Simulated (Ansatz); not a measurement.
By PBEsol, the system below comes out a metal.

The ballistic (Sharvin) conductance counts the channels at the Fermi level: G/A = (e²/h) × channels of both spins per area.

Here is the system:

```xyz
2
Lattice="3.5816 0.0000 0.0000 0.0000 4.0315 0.0000 0.0000 2.0157 2.0157" Properties=species:S:1:pos:R:3 pbc="T T T"
Cu     1.7908     2.0157     0.0000
Au     0.0000     0.0000     0.0000
```

The cell is taken as given; by PBEsol it stands under a pressure of -3.8 GPa.

The current flows along the normal of the first two printed cell vectors, the (110) plane of the conventional cell. No spin-orbit coupling; the value is a mean over 0.1 eV about the Fermi level.

Task: State the ballistic conductance per area according to PBEsol (Ansatz, a first-principles code).

Result: 0.92 × 10¹⁵ S/m² for both spins.
